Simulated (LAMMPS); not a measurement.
Surface tension of the liquid across the composition of Cu (fcc) with a share x of Cu sites Ta; each row has its own temperature.

Method: classical MD, pair style eam/alloy, file CuTa.eam.alloy, run in LAMMPS.

```json
[
 {"x": "0.1", "surface tension": "1.08 ± 0.03 N/m", "T (K)": "1860"},
 {"x": "0.25", "surface tension": "0.96 ± 0.02 N/m", "T (K)": "2210"},
 {"x": "0.5", "surface tension": "1.10 ± 0.03 N/m", "T (K)": "2790"},
 {"x": "0.75", "surface tension": "1.21 ± 0.04 N/m", "T (K)": "3370"},
 {"x": "0.9", "surface tension": "1.20 ± 0.04 N/m", "T (K)": "3720"}
]
```

The ± values are statistical; the model's systematic error is not in them.
